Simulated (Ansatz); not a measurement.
Cell and atoms of amorphous IGZO (In9Ga9Zn9O36):

```xyz
63
Lattice="9.5198 0.1588 -0.1520 0.1588 9.6393 -0.0624 -0.1520 -0.0624 9.5078" Properties=species:S:1:pos:R:3 pbc="T T T"
In     8.2352     3.5738     2.3428
In     4.7969     7.2509     5.3108
In     7.6635     5.3998     5.1725
In     4.6749     1.2614     6.9536
In     0.4158     8.0756     0.1316
In     0.1768     7.1343     3.2880
In     1.4581     5.7713     6.5356
In     2.3081     2.8489     4.2537
In     3.5754     5.8626     2.2560
Ga     1.2291     2.3508     7.3346
Ga     5.0639     4.8493     7.1942
Ga     2.9417     0.5654     0.1317
Ga     5.4126     3.5140     4.0336
Ga     5.0483     8.2445     1.7792
Ga     7.4680     1.1391     8.5569
Ga     5.6630     1.7993     1.1944
Ga     0.8758     0.7916     2.6147
Ga     8.1565     4.3805     8.2024
Zn     7.6231     8.6153     6.5645
Zn     8.1450     1.9267     5.7041
Zn     1.2287     5.1322     0.3630
Zn     7.2118     6.1968     0.6351
Zn     1.8471     9.2833     5.4424
Zn     3.2850     3.3154     9.2639
Zn     4.2602     0.3382     4.0095
Zn     3.3306     6.8823     8.8102
Zn     7.8018     9.5443     2.0219
O      8.3163     7.7806     1.2535
O      1.3163     3.3929     8.8540
O      6.5334     5.3723     8.2156
O      0.5157     1.1918     6.0471
O      5.5478     5.0427     5.3243
O      3.7452     1.9370     1.1131
O      1.7995     3.7341     6.0597
O      7.4002     3.2642     4.4844
O      9.3350     9.4285     3.2167
O      1.2620     0.1687     0.8942
O      8.3124     2.6156     7.7244
O      2.3192     0.7154     3.8026
O      8.6840     4.8310     0.5035
O      3.6447     4.2916     3.5380
O      6.7320     0.7913     6.4924
O      2.6298     1.0550     7.8711
O      5.6555     0.1925     2.4659
O      5.6346     0.9769     8.9553
O      0.6377     2.6241     2.8496
O      8.5323     9.1551     8.1378
O      4.4599     2.1257     4.8650
O      4.4805     3.2391     7.7131
O      1.5279     6.5612     1.7953
O      3.9795     8.5525     0.2702
O      1.2351     7.3711     5.1712
O      7.7526     1.6053     1.0503
O      5.6202     6.5382     1.5712
O      1.3472     6.7225     8.4424
O      4.0200     9.1595     5.7748
O      8.9511     5.3385     6.7900
O      8.6302     5.5241     3.3636
O      3.3882     5.2384     0.2985
O      4.0473     7.6998     3.3534
O      6.0446     3.3744     2.2057
O      6.9191     7.4299     5.3364
O      3.7731     6.2502     6.9665
```

The numbers are results of PBE, scalar-relativistic without spin-orbit coupling (plane waves to 420 eV, PAW; Ansatz, a first-principles code), not measurements.

It comes from a melt-quench run on a machine-learned potential (CHGNet), relaxed afterwards by DFT. O atoms were pushed apart under 1.9 Å during the dynamics, to hinder bonds among them. The hot cell started wider than the set density and was brought back towards it in steps. It is the lowest in DFT energy of 2 quenches. It is a model cell: composition and starting density were chosen by hand, and all elements were melted together. No dispersion term was used. Its density started from a set value of 5.43 and ended at 5.38 g/cm³. The simulated quench (nominally 210 K/ps over its main leg) is rapid and tends to freeze in more defects than a deposited or slowly cooled glass has. One small periodic cell is one sample of the glass; other quenches scatter about these values. Volume and shape were free in the relaxation.

Neighbours within In-In 3.12 Å, In-Ga 2.90 Å, In-Zn 2.90 Å, In-O 2.66 Å, Ga-Ga 2.68 Å, Ga-Zn 2.68 Å, Ga-O 2.34 Å, Zn-Zn 2.68 Å, Zn-O 2.52 Å, O-O 1.58 Å count as bonded. Two cations that share two anions don't count as bonded, nor two that share one unless they lie closer than In-In 3.04 Å, In-Ga 2.82 Å, In-Zn 2.82 Å, Ga-Ga 2.61 Å, Ga-Zn 2.61 Å, Zn-Zn 2.61 Å.

Give the coordination numbers, mean bond lengths and angles.


```yaml
Mean coordination of In by anions: 5.22 (7 with 5, 2 with 6)
Mean coordination of Ga by anions: 4.33 (6 with 4, 3 with 5)
Mean coordination of Zn by anions: 4.11 (1 with 3, 6 with 4, 2 with 5)
Mean coordination of O: 3.42 (21 with 3, 15 with 4)
Mean In-O bond: 2.187 Å (spread 0.106 Å, 47 counted)
Mean Ga-O bond: 1.919 Å (spread 0.084 Å, 39 counted)
Mean Zn-O bond: 2.027 Å (spread 0.101 Å, 37 counted)
Bond angle at In: mean 105.3°, spread 25.7°
Bond angle at Ga: mean 108.0°, spread 20.1°
Bond angle at Zn: mean 108.4°, spread 22.3°
Bond angle at O: mean 111.6°, spread 16.6°
```

List the pairs of like atoms that count as bonded by the rules above.

There are none by these rules.

What Bader charges do the atoms carry, from a run on the zone centre alone?

Means (range): In +1.83 e (+1.80 to +1.89), Ga +1.83 e (+1.78 to +1.85), Zn +1.25 e (+1.21 to +1.28), O -1.23 e (-1.26 to -1.20).
| atom | charge (e) |
|---|---|
| In1 | +1.87 |
| In2 | +1.80 |
| In3 | +1.80 |
| In4 | +1.89 |
| In5 | +1.81 |
| In6 | +1.80 |
| In7 | +1.84 |
| In8 | +1.83 |
| In9 | +1.81 |
| Ga10 | +1.83 |
| Ga11 | +1.81 |
| Ga12 | +1.83 |
| Ga13 | +1.85 |
| Ga14 | +1.78 |
| Ga15 | +1.84 |
| Ga16 | +1.83 |
| Ga17 | +1.83 |
| Ga18 | +1.82 |
| Zn19 | +1.21 |
| Zn20 | +1.25 |
| Zn21 | +1.25 |
| Zn22 | +1.26 |
| Zn23 | +1.28 |
| Zn24 | +1.24 |
| Zn25 | +1.26 |
| Zn26 | +1.25 |
| Zn27 | +1.21 |
| O28 | -1.20 |
| O29 | -1.23 |
| O30 | -1.26 |
| O31 | -1.20 |
| O32 | -1.24 |
| O33 | -1.23 |
| O34 | -1.21 |
| O35 | -1.23 |
| O36 | -1.21 |
| O37 | -1.24 |
| O38 | -1.25 |
| O39 | -1.23 |
| O40 | -1.22 |
| O41 | -1.22 |
| O42 | -1.24 |
| O43 | -1.25 |
| O44 | -1.23 |
| O45 | -1.24 |
| O46 | -1.22 |
| O47 | -1.22 |
| O48 | -1.24 |
| O49 | -1.23 |
| O50 | -1.22 |
| O51 | -1.24 |
| O52 | -1.21 |
| O53 | -1.24 |
| O54 | -1.21 |
| O55 | -1.22 |
| O56 | -1.20 |
| O57 | -1.24 |
| O58 | -1.21 |
| O59 | -1.21 |
| O60 | -1.22 |
| O61 | -1.21 |
| O62 | -1.20 |
| O63 | -1.22 |
